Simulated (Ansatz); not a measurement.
The parent structure is TiAl (space group P4/mmm, No. 123; a = 2.797 Å, c = 4.032 Å).

Level of theory: PBEsol in Ansatz (plane waves to 420 eV, PAW, scalar-relativistic without spin-orbit coupling), earlier PAW set.

Before the change:

The magnetic state is not spin-polarised. The volume per atom is 15.77 Å³.

Perturbation: every Al is replaced by Eu; the structure is relaxed again.

Question: Predict the new magnetic state and volume per atom.

Answer: The magnetic state becomes ferromagnetic (base: not spin-polarised); the volume per atom grows by 7.09 Å³ to 22.86 Å³.

The magnetic state is the one reached from the starting moments; the real material's order can differ, and small cells can't hold many antiferromagnetic ones. The state of the 4f shell was not checked for lower solutions. No phonon test of stability was made. As relaxed here, EuTi is a hypothetical phase, not in the database extracts checked. Spin-polarised in the final run: EuTi; the other runs are not.

Ansatz is a program for electronic structure.
